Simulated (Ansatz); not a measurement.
The parent structure is SnO in the litharge type structure (space group P4/nmm, No. 129; a = 3.8362 Å, c = 4.7574 Å; layered, stacked along the Cartesian z axis). Axes: x, y, z lie along a, b, c of the conventional cell.

Method: Ansatz (a first-principles code), PBE-D3(BJ), PAW, cutoff 420 eV, without spin-orbit coupling, earlier PAW set.

Strains are applied to the cell and any free atomic positions relax; under biaxial strain the out-of-plane vector relaxes too.

One change was made to it. Results:

| quantity | base | after |
|---|---|---|
| pressure (mean of the normal stresses, compression positive) | 0.0 GPa | 0.7 GPa |
| volume per atom | 17.50 Å³ | 17.36 Å³ |
| band gap | zero | zero |

Q: What was done to the base?
(A) isotropic strain −3.61 %
(B) biaxial strain −0.59 %, plane normal [001], relaxed out of plane
(C) biaxial strain −1.94 %, plane normal [001], relaxed out of plane

A: B, biaxial strain −0.59 %, plane normal [001], relaxed out of plane. For comparison, the pressure in the other runs: biaxial strain −1.94 %, plane normal [001], relaxed out of plane gives 2.3 GPa; isotropic strain −3.61 % gives 6.5 GPa.

Whether these cells are dynamically stable was not tested. All final runs are without spin polarisation. The zero or small gap of SnO can change with the level of theory.
